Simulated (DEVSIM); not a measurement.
Structure: abrupt Si p-n junction, at 300 K.

| layer (left to right) | material | thickness (μm) | Nd (cm⁻³) | Na (cm⁻³) | τn (s) | τp (s) |
|---|---|---|---|---|---|---|
| 1 | Si | 0.120 | - | 1.2e16 | 4.3e-5 | 4.3e-5 |
| 2 | Si | 7.00 | 2.6e14 | - | 4.3e-5 | 4.3e-5 |

Left contact: ohmic. Right contact: ohmic. Voltage is applied to the left contact. Recombination: SRH at mid-gap, radiative. Mobility is μmin + (μ − μmin)/(1 + (N/Nref)^α).

Constants are typed, rounded textbook-type inputs, not results; the design itself was drawn at random and stands for no fabricated device. Values at 300 K.

| parameter | Si |
|---|---|
| gap (eV) | 1.124 |
| affinity (eV) | 4.05 |
| permittivity | 11.7 |
| Nc (cm⁻³) | 2.86e19 |
| Nv (cm⁻³) | 3.1e19 |
| μn (cm²/Vs) | 1417 |
| μp (cm²/Vs) | 470 |
| μn,min | 52 |
| μp,min | 45 |
| Nref,n | 9.7e16 |
| Nref,p | 2.2e17 |
| αn | 0.68 |
| αp | 0.72 |
| B (cm³/s) | 4.7e-15 |

Simulated with DEVSIM: 1D drift-diffusion, Boltzmann statistics, complete ionisation; no tunnelling, impact ionisation, image-force lowering or self-heating.

Give the dark forward current.


| V (V) | J (A/cm²) |
|---|---|
| 0.05 | 4.1e-8 |
| 0.10 | 3.2e-7 |
| 0.15 | 2.2e-6 |
| 0.20 | 1.5e-5 |
| 0.30 | 0.00068 |
| 0.35 | 0.0046 |
| 0.40 | 0.031 |
| 0.45 | 0.20 |
| 0.50 | 1.0 |
| 0.55 | 3.7 |
| 0.60 | 9.5 |
| 0.70 | 32 |
| 0.75 | 49 |
| 0.80 | 69 |
| 0.85 | 92 |
| 0.90 | 120 |
| 0.95 | 140 |
| 1.05 | 200 |
| 1.10 | 230 |
| 1.15 | 250 |
| 1.20 | 280 |
| 1.25 | 310 |
| 1.30 | 330 |
| 1.35 | 360 |
| 1.45 | 410 |
| 1.50 | 430 |
| 1.55 | 450 |
| 1.60 | 480 |
